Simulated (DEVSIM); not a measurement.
System: Schottky contact on p-type GaAs, at 300 K.

Layer 1 from the left is GaAs, thickness (μm) 80.0, Na (cm⁻³) 8.7e16, τn (s) 4.8e-8, τp (s) 4.8e-8. Layer 2 from the left is GaAs, thickness (μm) 50.0, Na (cm⁻³) 1.4e18, τn (s) 4.8e-8, τp (s) 4.8e-8.

Left contact: Schottky, work function 4.404 eV, emission velocity 3.3e6 cm/s. Right contact: ohmic. Voltage is applied to the left contact. Recombination: SRH at mid-gap, Auger. Mobility is μmin + (μ − μmin)/(1 + (N/Nref)^α).

Constants are typed, rounded textbook-type inputs, not results; the design itself was drawn at random and stands for no fabricated device. Values at 300 K.

GaAs: gap (eV) 1.424, affinity (eV) 4.07, permittivity 12.9, Nc (cm⁻³) 4.7e17, Nv (cm⁻³) 9e18, μn (cm²/Vs) 8500, μp (cm²/Vs) 400, μn,min 500, μp,min 20, Nref,n 6e16, Nref,p 1.5e17, αn 0.39, αp 0.38, Cn (cm⁶/s) 1e-30, Cp (cm⁶/s) 1e-30.

Simulated with DEVSIM: 1D drift-diffusion, Boltzmann statistics, complete ionisation; no tunnelling, impact ionisation, image-force lowering or self-heating. Metal contacts follow the ideal Schottky-Mott rule: no Fermi-level pinning, no interface dipoles.

What does the simulation give for the potential step across the device at zero bias, the dark forward voltage at 1 A/cm²?

potential step across the device at zero bias 1.042 V; dark forward voltage at 1 A/cm² 0.700 V.
